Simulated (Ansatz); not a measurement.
The starting structures come from a database of crystals and need not be the phases stable at ambient conditions.

## Evanescent states of Cd(InTe2)2 (I-4, not sure to be the ambient phase, 7 atoms a cell, 36.4 Å³ an atom) along the normal of (100)

These are r2SCAN (plane waves, PAW; Ansatz, a program for electronic structure) values and carry that method's errors.

The gap is the functional's own. No spin-orbit coupling. Mid-gap values are interpolated on the energy grid.

Energies count from the valence-band top; κ is the least over a 6×4 mesh across the current.

```tsv
E (eV)	κ (1/Å)	where
0.04	0.035	Γ
0.12	0.059	Γ
0.20	0.074	Γ
0.28	0.084	Γ
0.36	0.091	Γ
0.44	0.096	Γ
0.52	0.100	Γ
0.60	0.102	Γ
0.68	0.103	Γ
0.76	0.102	Γ
0.84	0.099	Γ
0.92	0.095	Γ
1.00	0.090	Γ
1.08	0.082	Γ
1.16	0.071	Γ
1.24	0.055	Γ
1.32	0.028	Γ
```

How thick must the barrier be to attenuate the transmission by 10^4 when the electrodes' Fermi level lies at 0.04 eV, and what attenuation does that film give at 1.16 eV?

d = 4 ln 10 / (2 × 0.035) = 131.6 Å. At 1.16 eV it gives 4 × 0.071/0.035 = 8.1 decades.
